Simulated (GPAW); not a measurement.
A self-consistent single point of BaHfO3 (Pm-3m, 5 atoms in the cell) with GPAW.

Computed with PBE, GPAW PAW datasets PBE (gpaw-data 1.0.1) (plane waves; GPAW).

The change in words: lattice scaled by 0.98. Reference geometry:
```yaml
crystal:
  lattice:
    - [4.12246, 0.00000, 0.00000]
    - [0.00000, 4.12246, 0.00000]
    - [0.00000, 0.00000, 4.12246]
  atoms:
    - { symbol: Ba, position: [0.00000, 0.00000, 0.00000] }
    - { symbol: Hf, position: [0.50000, 0.50000, 0.50000] }
    - { symbol: O, position: [0.50000, 0.00000, 0.50000] }
    - { symbol: O, position: [0.00000, 0.50000, 0.50000] }
    - { symbol: O, position: [0.50000, 0.50000, 0.00000] }
```

Reference input (self-consistent single point, DFT PBE, plane waves, GPAW PAW datasets PBE (gpaw-data 1.0.1)): mode = pw; ecut = 900 eV; xc = PBE; kpts = 6 6 6; mesh shift (steps) = 0 0 0; occupations.name = fermi-dirac; occupations.width = 0.02 eV; nbands = -4; convergence.density = 1e-05 e/electron; convergence.bands = -2; symmetry.symmorphic = false; symmetry.tolerance = 0.0005. This run's input differs from it in these lines:

```diff
@@ -5,10 +5,10 @@
 atoms = Atoms(['Ba', 'Hf', 'O', 'O', 'O'],
-              cell=[[4.122462, 0.000000, 0.000000],
-                    [0.000000, 4.122462, 0.000000],
-                    [0.000000, 0.000000, 4.122462]],
+              cell=[[4.040013, 0.000000, 0.000000],
+                    [0.000000, 4.040013, 0.000000],
+                    [0.000000, 0.000000, 4.040013]],
               positions=[[0.000000, 0.000000, 0.000000],
-                         [2.061231, 2.061231, 2.061231],
-                         [2.061231, 0.000000, 2.061231],
-                         [0.000000, 2.061231, 2.061231],
-                         [2.061231, 2.061231, 0.000000]],
+                         [2.020007, 2.020007, 2.020007],
+                         [2.020007, 0.000000, 2.020007],
+                         [0.000000, 2.020007, 2.020007],
+                         [2.020007, 2.020007, 0.000000]],
               pbc=True)
```

The program printed (abridged):

```
     iter     time        total  log10-change:
                         energy   eigst   dens
iter:   1 --:--:--   -45.353187   +0.66
iter:   2 --:--:--   -44.105930   -0.09  -0.93
iter:   3 --:--:--   -40.875371   +0.01  -0.99
iter:   4 --:--:--   -40.950328   -0.37  -1.33
iter:   5 --:--:--   -41.378271   -0.66  -1.46
iter:   6 --:--:--   -40.945771   -0.70  -1.49
iter:   7 --:--:--   -41.001477   -1.12  -2.45
iter:   8 --:--:--   -40.997615   -1.63  -2.04
iter:   9 --:--:--   -40.954995   -1.62  -2.01
iter:  10 --:--:--   -40.948567   -1.83  -2.36
iter:  11 --:--:--   -40.949346c  -1.97  -2.91
   [... lines left out ...]
iter:  26 --:--:--   -40.948544c  -4.83  -5.09c
iter:  27 --:--:--   -40.948543c  -5.05  -4.70
iter:  28 --:--:--   -40.948543c  -5.20  -5.02c
iter:  29 --:--:--   -40.948543c  -5.38  -5.48c
iter:  30 --:--:--   -40.948543c  -5.36  -5.58c
iter:  31 --:--:--   -40.948543c  -5.71  -5.48c
iter:  32 --:--:--   -40.948543c  -5.78  -5.83c
   [... 24 lines left out ...]
iter:  57 --:--:--   -40.948543c  -6.08  -7.78c
iter:  58 --:--:--   -40.948543c  -6.80  -8.13c
iter:  59 --:--:--   -40.948543c  -6.66  -8.18c
iter:  60 --:--:--   -40.948543c  -7.35  -8.23c
iter:  61 --:--:--   -40.948543c  -7.45c -8.41c
Converged after 61 iterations.

Dipole moment: (0.000009, 0.000009, 0.000009) |e|*Ang

Energy contributions relative to reference atoms: (reference = -637286.514690)

Kinetic:        +86.056986
Potential:      -81.932070
External:        +0.000000
XC:             -45.667862
Entropy (-ST):   -0.000000
Local:           +0.594402
SIC:             +0.000000
--------------------------
Free energy:    -40.948543
Extrapolated:   -40.948543

Showing only first 2 kpts
 Kpt  Band  Eigenvalues  Occupancy
  0    18      8.42168    2.00000
  0    19      8.42168    2.00000
  0    20     12.23131    0.00000
  0    21     12.23131    0.00000

  1    18      8.31577    2.00000
  1    19      8.31577    2.00000
  1    20     12.36425    0.00000
  1    21     12.97129    0.00000

Fermi level: 9.24797

Gap: 3.766 eV
Transition (v -> c):
   [... lines left out ...]
Direct gap: 3.810 eV
   [... lines left out ...]

Forces in eV/Ang:
  0 Ba   -0.00000   -0.00000    0.00000
  1 Hf   -0.00000   -0.00000    0.00000
  2 O    -0.00000   -0.00000    0.00000
  3 O     0.00000   -0.00000   -0.00000
  4 O     0.00000    0.00000    0.00000

Stress tensor:
    -0.166404    -0.000000     0.000000
    -0.000000    -0.166404     0.000000
     0.000000     0.000000    -0.166404
Stress (GPa, Voigt): [-26.6608 -26.6608 -26.6608   0.       0.      -0.    ]
```

The run converged in 61 iterations. GPAW prints stress with tension positive. Against the reference run the free energy rises by 98.0 meV/atom and the gap on the mesh goes from 3.666 to 3.766 eV.

At such cutoffs GPAW's stress carries a finite-basis (Pulay) error, which enters relaxed cells too; its log prints stress with tension positive.

The starting cell has typed, rounded lattice constants, without a prior relaxation at this level. Its lattice was rescaled by a random factor within 2.5 % of one. For this run, on top of that: lattice scaled by 0.98. Spin-orbit coupling is off.

Cost on one core of a shared machine: roughly 60 s.
